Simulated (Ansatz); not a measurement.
Levels about the gap of amorphous Li29P10O35N3 (77 atoms in a cell of 832 Å³, 2.22 g/cm³; zone centre alone, so wide bands show as single levels with stretches between that a denser mesh fills), at the geometry that PBE relaxed, where it gives -0.4 GPa on a denser mesh. Exact exchange is cut at the faces of this small cell, which leaves a finite-size error. The participation number counts the atoms over which a state spreads; weights are charges in smoothed Voronoi cells. The levels come from a single point, so bond lengths are those of that geometry. Method of the levels: HSE06, scalar-relativistic without spin-orbit coupling (Ansatz, a program for electronic structure). Sampling: the zone centre alone; Fermi-Dirac width 0.02 eV; no spin polarisation. At PBE the levels at the filled edge of the gap are localised (band-tail or defect states), and the nearest spread-out levels lie 5.0 eV apart at the zone centre.

It comes from a melt-quench run on a machine-learned potential (CHGNet), relaxed afterwards by DFT. O and N atoms were pushed apart under 1.9 Å during the dynamics, to hinder bonds among them. The hot cell started wider than the set density and was brought back towards it in steps. It is the lowest in DFT energy of 2 quenches. It is a model cell: composition and starting density were chosen by hand, and all elements were melted together. No dispersion term was used. Its density started from a set value of 2.22 and ended at 2.22 g/cm³. The quench (nominally 120 K/ps over its main leg) was far faster than any real one, so the model tends to hold more defects than a real film. One small periodic cell is one sample of the glass; other quenches scatter about these values. The volume was held where the preparation left it, at a PBE pressure of -0.4 GPa (tension). Stress components on the final sampling reach 1.3 GPa.

```json
[
 {"E - E(highest filled), eV": "-1.33", "filling": "filled", "participation number": "2.9", "largest on": "O, 6 neighbours", "weight O": "0.75", "weight N": "0.07", "weight Li": "0.16", "weight P": "0.01"},
 {"E - E(highest filled), eV": "-1.27", "filling": "filled", "participation number": "2.2", "largest on": "O, 6 neighbours", "weight O": "0.79", "weight N": "0.03", "weight Li": "0.17", "weight P": "0.01"},
 {"E - E(highest filled), eV": "-1.16", "filling": "filled", "participation number": "2.1", "largest on": "O, 6 neighbours", "weight O": "0.81", "weight N": "0.02", "weight Li": "0.16", "weight P": "0.01"},
 {"E - E(highest filled), eV": "-1.12", "filling": "filled", "participation number": "2.0", "largest on": "O, 6 neighbours", "weight O": "0.81", "weight N": "0.01", "weight Li": "0.17", "weight P": "0.01"},
 {"E - E(highest filled), eV": "-0.93", "filling": "filled", "participation number": "2.0", "largest on": "O, 6 neighbours", "weight O": "0.83", "weight N": "0.01", "weight Li": "0.14", "weight P": "0.01"},
 {"E - E(highest filled), eV": "-0.37", "filling": "filled", "participation number": "2.8", "largest on": "N, 5 neighbours", "weight O": "0.22", "weight N": "0.59", "weight Li": "0.15", "weight P": "0.05"},
 {"E - E(highest filled), eV": "0.00", "filling": "filled", "participation number": "2.5", "largest on": "N, 5 neighbours", "weight O": "0.21", "weight N": "0.63", "weight Li": "0.11", "weight P": "0.05"},
 {"E - E(highest filled), eV": "5.00", "filling": "empty", "participation number": "66.1", "largest on": "Li, 3 neighbours", "weight O": "0.43", "weight N": "0.03", "weight Li": "0.45", "weight P": "0.08"},
 {"E - E(highest filled), eV": "6.43", "filling": "empty", "participation number": "27.3", "largest on": "Li, 4 neighbours", "weight O": "0.37", "weight N": "0.03", "weight Li": "0.52", "weight P": "0.08"},
 {"E - E(highest filled), eV": "6.48", "filling": "empty", "participation number": "44.5", "largest on": "Li, 3 neighbours", "weight O": "0.42", "weight N": "0.03", "weight Li": "0.47", "weight P": "0.08"},
 {"E - E(highest filled), eV": "6.59", "filling": "empty", "participation number": "36.9", "largest on": "Li, 4 neighbours", "weight O": "0.38", "weight N": "0.04", "weight Li": "0.51", "weight P": "0.07"},
 {"E - E(highest filled), eV": "6.68", "filling": "empty", "participation number": "41.3", "largest on": "Li, 3 neighbours", "weight O": "0.45", "weight N": "0.03", "weight Li": "0.42", "weight P": "0.10"},
 {"E - E(highest filled), eV": "6.78", "filling": "empty", "participation number": "41.9", "largest on": "Li, 5 neighbours", "weight O": "0.41", "weight N": "0.03", "weight Li": "0.48", "weight P": "0.09"},
 {"E - E(highest filled), eV": "6.93", "filling": "empty", "participation number": "38.3", "largest on": "Li, 5 neighbours", "weight O": "0.41", "weight N": "0.04", "weight Li": "0.44", "weight P": "0.10"}
]
```

Most localised among these is the filled level at -1.12 eV, on a O atom, which has 6 neighbours (Li 1.86 Å, Li 1.89 Å, Li 1.92 Å, Li 1.93 Å, Li 2.00 Å, Li 2.04 Å).
